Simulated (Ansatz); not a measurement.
Ansatz (a first-principles code) run on Ca3BiP (P4mm, 5 atoms in the cell): relaxation of the atoms.

Level of theory: LDA (PW92), default PAW files made with PBE (plane waves; Ansatz).

The change in words: one atom moved by 0.15 angstrom; relax: default → atoms; relax.f_tol: default → 0.02 eV/Å. Reference geometry:
```yaml
crystal:
  lattice:
    - [5.40122, 0.00000, 0.00000]
    - [0.00000, 5.40122, 0.00000]
    - [0.00000, 0.00000, 5.40122]
  atoms:
    - { symbol: Ca, position: [0.00000, 0.50000, 0.50000] }
    - { symbol: Ca, position: [0.50000, 0.00000, 0.50000] }
    - { symbol: Ca, position: [0.50000, 0.50000, 0.00000] }
    - { symbol: Bi, position: [0.00000, 0.00000, 0.00000] }
    - { symbol: P, position: [0.50000, 0.50000, 0.50000] }
```

Reference input (self-consistent single point, DFT, LDA (PW92), plane waves, default PAW files made with PBE): basis.ecutwfc = 420 eV; kpoints.mp_grid.grid = 5 5 5; hamiltonian.xc = lda; hamiltonian.pseudopotentials = {kind: paw} (the program's default PAW files); scf.occupations.method = fermi_dirac; scf.occupations.width = 0.1 eV. This run's input differs from it in these lines:

```diff
@@ -7,3 +7,3 @@
   atoms:
-    - { symbol: Ca, position_ang: [0.00000000, 2.70060900, 2.70060900] }
+    - { symbol: Ca, position_ang: [0.15000263, 2.70060900, 2.70060900] }
     - { symbol: Ca, position_ang: [2.70060900, 0.00000000, 2.70060900] }
@@ -25,2 +25,4 @@
     width: 0.1
+relax:
+  f_tol: 0.02
 output:
```

Log, with long lists cut:

```
   [... SCF lines of the steps left out ...]
relax step   1: F+E_penalty+E_count = -18134.61977427 eV  Δ(F+E_penalty+E_count) = +0.000e0 eV  max|allowed force component| = 1.371e0 eV/Å  Δτ_max = 0.0000 Å  (6 SCF iters, dr2 threshold 1.00e-5 eV, accepted)
relax step   2: F+E_penalty+E_count = -18134.69952135 eV  Δ(F+E_penalty+E_count) = -7.975e-2 eV  max|allowed force component| = 4.189e-1 eV/Å  Δτ_max = 0.1947 Å  (5 SCF iters, dr2 threshold 1.00e-4 eV, accepted)
   [... lines left out ...]
relax step  10: F+E_penalty+E_count = -18134.72338565 eV  Δ(F+E_penalty+E_count) = -1.996e-4 eV  max|allowed force component| = 5.705e-2 eV/Å  Δτ_max = 0.0882 Å  (6 SCF iters, dr2 threshold 1.51e-6 eV, accepted)
relax step  11: F+E_penalty+E_count = -18134.72405861 eV  Δ(F+E_penalty+E_count) = -6.730e-4 eV  max|allowed force component| = 8.844e-3 eV/Å  Δτ_max = 0.0287 Å  (5 SCF iters, dr2 threshold 3.26e-6 eV, accepted)
relax step  12: F+E_penalty+E_count = -18134.72405876 eV  Δ(F+E_penalty+E_count) = -1.504e-7 eV  max|allowed force component| = 9.104e-3 eV/Å  Δτ_max = 0.0000 Å  (3 SCF iters, accepted)
the relaxation is at rest under the 8 symmetry operations that the run kept from its start: a minimum is not shown …
Stability not checked: this state was not tested for a lower state beside it, because too few of the mixer's solves of this state at the end of the SCF gave a …
Free energy (F): -18134.724059 eV
Internal energy: -18134.719978 eV  (E = F + TS)
E sigma→0 (E₀):  -18134.722018 eV
Entropy (-TS):   -0.004081 eV (-0.816 meV/atom)
Fermi energy:    6.682973 eV
--- Forces (eV/Å), atoms counted from 1 ---
  atom   1  Ca    -0.00914747     0.00000000     0.00000000
   [... lines left out ...]
  atoms:
    - { symbol: Ca, position: [0.0052135675179187935, 0.5, 0.5] }
    - { symbol: Ca, position: [0.526089798476574, -1.1876954070092067e-34, 0.5] }
    - { symbol: Ca, position: [0.526089798476574, 0.5, 0.0] }
    - { symbol: Bi, position: [-0.030928711905839023, 5.921484090322787e-34, 0.0] }
    - { symbol: P, position: [0.5013075481205432, 0.5, 0.5] }
```

The run converged.  The full log also holds: “iter 5 did not close the SCF: its close was put off for the readings that it lacked (scf_convergence_deferred on its scf_iter line)”.

Summary of the result:
* **Free energy E − TS (on the zero of these files)**: -18134.7241 eV
* **Pressure**: -2.29 GPa
* **Largest force (vector length)**: 0.009 eV/Å
* **Relaxation steps**: 12

The starting cell comes from a database of computed structures (which also holds hypothetical and non-ambient phases and stackings), without a prior relaxation at this level. Its lattice was rescaled by up to half a per cent. For this run, on top of that: one atom moved by 0.15 angstrom. The relaxation keeps the symmetry of its start, so its end need not be a minimum. Ansatz's pressure includes its estimate of the finite-basis (Pulay) stress. A gap is left out here, as mesh or smearing make it unsure.

Cost on one core of a shared machine: roughly 80 s.

Keys are those of Ansatz 0.2.
